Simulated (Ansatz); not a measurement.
Given:

End structure of Pt on the 1x1 (111) surface of fcc Ag, one in a 2x2 cell, started at the site 'hollow Ag-Ag-Ag over Ag at depth 2.4 Å':

```xyz
17
Lattice="5.8668 0.0000 0.0000 -2.9334 5.0808 0.0000 0.0000 0.0000 26.5000" Properties=species:S:1:pos:R:3 pbc="T T T"
Ag     0.0000     1.6936     9.6916
Ag    -1.4667     4.2340     9.6916
Ag     2.9334     1.6936     9.6916
Ag     1.4667     4.2340     9.6916
Ag     1.4667     0.8468    12.0709
Ag     0.0000     3.3872    12.0709
Ag     4.4001     0.8468    12.0709
Ag     2.9334     3.3872    12.0709
Ag     0.0000     0.0000    14.4154
Ag    -1.4713     2.5377    14.4503
Ag     2.9334     0.0054    14.4503
Ag     1.4713     2.5377    14.4503
Ag     0.0000     1.7377    16.7987
Ag    -1.4285     4.2119    16.7987
Ag     2.9334     1.6936    16.9381
Ag     1.4285     4.2119    16.7987
Pt     0.0000     0.0000    18.7758
```

Set-up: 17 atoms, 7.1 Å thick at the start under the adsorbate (thin: gaps and levels are the slab's own); mesh 6x6x1; 0.1 eV smearing; dipole correction on; 8 atoms held, the rest relaxed; symmetry of the start imposed; spin-polarised, no spin-orbit, no U, no dispersion correction. The starting moment vanished. At the end it is bonded to 3 Ag. In PBE it is, or lies within 0.03 eV of, the lowest of the starts that converged.

A negative adsorption energy means that the adsorbate is more stable on the surface than in its reference.

Question: Predict the change of the work function from PBE (Ansatz, a first-principles code).

Answer: 0.38 eV

Question: What work function of the top face does PBE give?

Answer: 4.82 eV

Question: Give the adsorption energy against an atom of fcc Pt at the level PBE.

Answer: 1.95 eV

Question: What is the computed change of the step from the bottom to the top vacuum level, against the clean slab (PBE)?

Answer: 0.43 eV
